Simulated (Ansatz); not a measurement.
Consider GaAs in the rock salt structure (space group Fm-3m, No. 225; a = 5.3161 Å; a hypothetical phase, not in the database extracts checked; relaxed with 0.1 eV smearing). Axes: x, y, z lie along the cube axes.

Level of theory: PBE-D3(BJ)/PAW in Ansatz (an electronic-structure program), no spin-orbit coupling.

Perturbation: an isotropic linear strain of +1.28 %, atoms relaxed at fixed cell.

Task: Predict the stress tensor and what it implies for the stiffness.

Result: Stress of the strained cell less that of the base (GPa, compression positive):
```
   -2.8     0.0     0.0
    0.0    -2.8     0.0
    0.0     0.0    -2.8
```

Then B = −ΔP/(ΔV/V₀) with ΔV/V₀ = 0.0389 gives secant stiffness values (nonlinear terms included at this strain): B ≈ 71 GPa.

As a check, the harmonic strain energy −½ V₀ Δσ:ε is 6.2 meV/atom; the computed energy rise is 6.6 meV/atom.

Whether these cells are dynamically stable was not tested. All final runs are without spin polarisation.
